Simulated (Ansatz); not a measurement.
**Response to strain in CdS**

Start from CdS in the wurtzite structure (space group P6_3mc, No. 186; a = 4.1244 Å, c = 6.7082 Å).

Strains are applied to the cell and any free atomic positions relax.

The values are results of PBEsol (Ansatz, a program for electronic structure), no SOC, not measurements.

Notes on the quantities. energy relative to the base: free energy F; pressure: mean of the normal stresses, compression positive.

```json
[
 {"case": "base", "electron mass": "0.11 mₑ along c, 0.12 mₑ across (at Γ)", "shortest interatomic distance": "2.521 Å", "band gap": "1.09 eV", "energy relative to the base": "0 meV/atom", "pressure": "0.00 GPa"},
 {"case": "isotropic strain −3.00 %", "electron mass": "0.13 mₑ along c, 0.14 mₑ across (at Γ)", "shortest interatomic distance": "2.445 Å", "band gap": "1.29 eV", "energy relative to the base": "+43 meV/atom", "pressure": "6.90 GPa"},
 {"case": "isotropic strain −2.40 %", "electron mass": "0.12 mₑ along c, 0.13 mₑ across (at Γ)", "shortest interatomic distance": "2.461 Å", "band gap": "___", "energy relative to the base": "___", "pressure": "___"},
 {"case": "isotropic strain −1.80 %", "electron mass": "0.12 mₑ along c, 0.13 mₑ across (at Γ)", "shortest interatomic distance": "2.476 Å", "band gap": "1.21 eV", "energy relative to the base": "+15 meV/atom", "pressure": "3.78 GPa"},
 {"case": "isotropic strain −1.20 %", "electron mass": "0.12 mₑ along c, 0.13 mₑ across (at Γ)", "shortest interatomic distance": "2.491 Å", "band gap": "1.17 eV", "energy relative to the base": "+6.4 meV/atom", "pressure": "2.41 GPa"},
 {"case": "isotropic strain −0.60 %", "electron mass": "0.12 mₑ along c, 0.12 mₑ across (at Γ)", "shortest interatomic distance": "2.506 Å", "band gap": "1.13 eV", "energy relative to the base": "+1.6 meV/atom", "pressure": "1.15 GPa"}
]
```

Complete the table.


- isotropic strain −2.40 %, band gap: 1.25 eV
- isotropic strain −2.40 %, energy relative to the base: +27 meV/atom
- isotropic strain −2.40 %, pressure: 5.27 GPa

Effective masses come from finite differences of ±0.01 Å⁻¹. Whether these cells are dynamically stable was not tested.
